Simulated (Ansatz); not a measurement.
System: ZnS (model structure, started from the NiAs type, P6₃/mmc, No. 194, 4 atoms in the cell). Method: PBEsol (PAW; Ansatz, a first-principles code).

Settings: plane-wave cutoff 520 eV, 12×12×6 k mesh (along the axes of the cell as run), Fermi–Dirac smearing 0.01 eV, scalar-relativistic PAW data made under PBE.

Cell (relaxed with PBEsol):

```xyz
4
Lattice="3.5648 0.0000 0.0000 -1.7824 3.0872 0.0000 0.0000 0.0000 5.8163" Properties=species:S:1:pos:R:3 pbc="T T T"
Zn     0.0000     0.0000     0.0000
Zn     0.0000     0.0000     2.9081
S      0.0000     2.0582     1.4541
S      1.7824     1.0291     4.3622
```

Question: Predict the band gap and smallest direct gap on the k points sampled.

Answer: 
- band gap = 0.28 eV (indirect)
- smallest direct gap on the k points sampled = 1.77 eV

Note: the relaxation could raise the start's symmetry but not lower it, so the cell can be a saddle point.

The computed numbers hold no vibrational or temperature effects.

Computing time: roughly 14 core-seconds.

A model structure was made by putting elements into a prototype or built by hand; it is no filed structure, need not be a known phase, and can be a saddle point held by its symmetry.
